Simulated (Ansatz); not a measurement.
Take HgO in the zinc blende structure (space group F-43m, No. 216; a = 5.196 Å; a hypothetical phase, not in the database extracts checked) as the base. Axes: x, y, z lie along the cube axes.

Level of theory: Ansatz (a quantum-chemistry and plane-wave program) PBEsol, no SOC.

It is then changed as follows: the cell is scaled by 0.9849 in all directions; the atoms relax in the strained cell.

Q: Predict the stress tensor and what it implies for the stiffness.

A: Stress of the strained cell less that of the base (GPa, compression positive):
```
    4.8     0.0     0.0
    0.0     4.8     0.0
    0.0     0.0     4.8
```

Then B = −ΔP/(ΔV/V₀) with ΔV/V₀ = -0.0446 gives secant stiffness values (nonlinear terms included at this strain): B ≈ 108 GPa.

As a check, the harmonic strain energy −½ V₀ Δσ:ε is 12 meV/atom; the computed energy rise is 11 meV/atom.

No phonon test of stability was made. The final runs are not spin-polarised.
